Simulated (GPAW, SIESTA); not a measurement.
A GPAW input for a self-consistent single point of SrMg5 (P-6m2, 6 atoms in the cell) (DFT LDA (Perdew-Wang 92), plane waves, GPAW PAW datasets LDA (gpaw-data 1.0.1)):

```python
from ase import Atoms
from ase.units import GPa
from gpaw import GPAW

atoms = Atoms(['Sr', 'Mg', 'Mg', 'Mg', 'Mg', 'Mg'],
              cell=[[3.521980, 0.000000, 0.000000],
                    [-1.760990, 3.050124, 0.000000],
                    [0.000000, 0.000000, 15.377190]],
              positions=[[1.760992, 1.016707, 0.000000],
                         [0.000000, 0.000000, 12.412314],
                         [0.000000, 0.000000, 2.964876],
                         [1.760992, 1.016707, 10.058374],
                         [1.760992, 1.016707, 5.318816],
                         [0.000000, 0.000000, 7.688595]],
              pbc=True)

calc = GPAW(mode={'name': 'pw', 'ecut': 850},
            xc='LDA',
            kpts={'size': (7, 7, 2), 'gamma': True},
            occupations={'name': 'methfessel-paxton', 'width': 0.136, 'order': 0},
            nbands=-14,
            symmetry={'symmorphic': False, 'tolerance': 0.0005},
            maxiter=100)

atoms.calc = calc

energy = atoms.get_potential_energy()
print('Energy (eV):', round(energy, 6))
forces = atoms.get_forces()
print('Forces (eV/Ang):')
print(forces.round(5))
stress = atoms.get_stress()
print('Stress (GPa, Voigt):', (stress / GPa).round(4))
```

Write the same calculation as an input for SIESTA.

This is the input that was run; spellings and numerical settings could be chosen otherwise.

```
# files in the folder: Sr.psml Mg.psml (PseudoDojo LDA standard)
SystemName  SrMg5
SystemLabel srmg5

NumberOfAtoms                6
NumberOfSpecies              2
%block ChemicalSpeciesLabel
  1 38 Sr
  2 12 Mg
%endblock ChemicalSpeciesLabel
LatticeConstant              1.0 Ang
%block LatticeVectors
     3.521980000    0.000000000    0.000000000
    -1.760990000    3.050124000    0.000000000
     0.000000000    0.000000000   15.377190000
%endblock LatticeVectors
AtomicCoordinatesFormat      Ang
%block AtomicCoordinatesAndAtomicSpecies
     1.760991761    1.016706983    0.000000000  1
     0.000000000    0.000000000   12.412313996  2
     0.000000000    0.000000000    2.964876004  2
     1.760991761    1.016706983   10.058373751  2
     1.760991761    1.016706983    5.318816249  2
     0.000000000    0.000000000    7.688595000  2
%endblock AtomicCoordinatesAndAtomicSpecies

XC.functional                LDA
XC.authors                   PW92
PAO.BasisSize                DZP
PAO.EnergyShift              0.01 Ry
MeshCutoff                   350 Ry
%block kgrid.MonkhorstPack
    7   0   0  0.0
    0   7   0  0.0
    0   0   2  0.0
%endblock kgrid.MonkhorstPack
OccupationFunction           MP
OccupationMPOrder            0
ElectronicTemperature        136.0 meV

MaxSCFIterations             150
SCF.Mixer.Method             Pulay
SCF.Mixer.Weight             0.25
SCF.Mixer.History            6
SCF.DM.Tolerance             1.0E-05
Diag.ParallelOverK           true
WriteForces                  true
Charge.Mulliken              end
```

Basis, cutoffs, solver keys and any potentials are the target program's own. This input uses DFT, LDA PW92, numerical atomic orbitals DZP, PseudoDojo LDA standard norm-conserving potentials (rewritten from UPF to PSML). LDA parametrisations can differ slightly between programs.

The starting cell comes from a database of computed structures (which also holds hypothetical and non-ambient phases and stackings), without a prior relaxation at this level.
